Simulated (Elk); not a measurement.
Input and output of a self-consistent single point for Ir (Fm-3m, 1 atom in the cell) (Elk).

Computed with Elk 10.2.4 with PBE, all-electron FP-LAPW, Elk's shipped species files, APW+lo basis with extra local orbitals.

```yaml
crystal:
  lattice:
    - [0.00000, 1.91040, 1.91040]
    - [1.91040, 0.00000, 1.91040]
    - [1.91040, 1.91040, 0.00000]
  atoms:
    - { symbol: Ir, position: [0.00000, 0.00000, 0.00000] }
```

Reference input (self-consistent single point, DFT, PBE, all-electron FP-LAPW, Elk's shipped species files, APW+lo basis with extra local orbitals): xctype = 20; rgkmax = 8; swidth = 0.00367493 Ha; ngridk = 15 15 15; gmaxvr = 14 1/bohr; nxlo = 2; lorbcnd = true; rmtscf = 0.86; lmaxi = 3; maxscl = 100. This run's input differs from it in these lines:

```diff
@@ -24,4 +24,7 @@
 
+stype
+  1
+
 swidth
-  0.00367493
+  0.0183747
 
@@ -45,3 +48,3 @@
 ngridk
-  15 15 15
+  24 24 24
```

Output (repeated stretches shortened):

```
│ Self-consistent loop started │
│ Loop number : 1 │
 total energy                :     -17863.0228831
│ Loop number : 2 │
 total energy                :     -17863.1901207
RMS change in Kohn-Sham potential (target) :   0.1411977907     (  0.1000000000E-05)
Absolute change in total energy (target)   :   0.1672375800     (  0.1000000000E-03)
│ Loop number : 3 │
 total energy                :     -17863.2040779
RMS change in Kohn-Sham potential (target) :   0.1383635095     (  0.1000000000E-05)
Absolute change in total energy (target)   :   0.5576664343E-01 (  0.1000000000E-03)
│ Loop number : 4 │
   [... lines left out ...]
Absolute change in total energy (target)   :   0.1441892313E-02 (  0.1000000000E-03)
│ Loop number : 13 │
 total energy                :     -17858.2583306
RMS change in Kohn-Sham potential (target) :   0.3715774856E-06 (  0.1000000000E-05)
Absolute change in total energy (target)   :   0.3548900968E-03 (  0.1000000000E-03)
│ Loop number : 14 │
 total energy                :     -17858.2583385
RMS change in Kohn-Sham potential (target) :   0.4160907845E-07 (  0.1000000000E-05)
Absolute change in total energy (target)   :   0.8085344598E-04 (  0.1000000000E-03)
Convergence targets achieved

│ Loop number : 15 │

Energies :
 Fermi                       :     0.574490089180
 total energy                :     -17858.2583406

Density of states at Fermi energy :    24.04974439
 (states/Hartree/unit cell)

Estimated indirect band gap :   0.2067344638E-03
 from k-point    324 to k-point    361
Estimated direct band gap   :   0.9860596760E-02
 at k-point    326

Charges :
 core                        :    48.00000000
 valence                     :    29.00000000
 interstitial                :    1.798930746
 muffin-tins (core leakage)
  species :    1 (Ir)
   atom    1                 :    75.20106925     (  0.1781449502E-02)
 total in muffin-tins        :    75.20106925
 total calculated charge     :    76.99422338
 total charge                :    77.00000000
 error                       :   0.5776620620E-02

│ Self-consistent loop stopped │
```

The run converged in 15 iterations. The count includes the last loop, which Elk runs after its targets are met. 

The starting cell has typed, rounded lattice constants, without a prior relaxation at this level. Its lattice was rescaled by up to half a per cent. Spin-orbit coupling is off. Spin polarisation is off. Values depend on the basis (sphere radii, cutoffs, local orbitals), which need not be converged. The log's line on a gap gives a spacing of levels on this mesh, which the program prints for metals too.

Cost on one core of a shared machine: roughly 50 s.
